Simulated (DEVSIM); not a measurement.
# abrupt Ge n-p junction

Device: abrupt Ge n-p junction, at 300 K.

```tsv
layer (left to right)	material	thickness (μm)	Nd (cm⁻³)	Na (cm⁻³)	τn (s)	τp (s)
1	Ge	98.0	7.5e15	-	2.7e-6	2.7e-6
2	Ge	47.0	-	5.4e16	2.7e-6	2.7e-6
```

Left contact: ohmic. Right contact: ohmic. Voltage is applied to the left contact. Recombination: SRH at mid-gap. Mobility is constant in doping.

This is a model device: material constants are rounded textbook-type values typed into the input, and sizes, dopings and lifetimes were drawn at random. Values at 300 K.

```tsv
parameter	Ge
gap (eV)	0.664
affinity (eV)	4
permittivity	16
Nc (cm⁻³)	1.04e19
Nv (cm⁻³)	6e18
μn (cm²/Vs)	3900
μp (cm²/Vs)	1900
```

Simulated with DEVSIM: 1D drift-diffusion, Boltzmann statistics, complete ionisation; no tunnelling, impact ionisation, image-force lowering or self-heating.

* **Potential step across the device at zero bias**: 0.355 V
* **Largest field in the device at zero bias**: 22000 V/cm
* **Dark forward voltage at 1 A/cm²**: 0.244 V
* **Dark forward voltage at 100 A/cm²**: 0.432 V

Small-signal capacitance in reverse bias (quasi-static):

```tsv
V (V)	C (nF/cm²)
0.2	38.6
0.5	30.5
1	24.0
1.5	20.4
2	18.0
3	15.0
4	13.2
```

Dark forward current:

(V (V), J (A/cm²)): (-0.05, -0.00052); (-0.10, -0.0041); (-0.15, -0.028); (-0.20, -0.19); (-0.25, -1.3); (-0.30, -6.5); (-0.35, -24); (-0.40, -63); (-0.45, -130); (-0.50, -220); (-0.55, -340); (-0.60, -500); (-0.65, -670); (-0.70, -880); (-0.75, -1100); (-0.80, -1400); (-0.85, -1700); (-0.90, -2000)
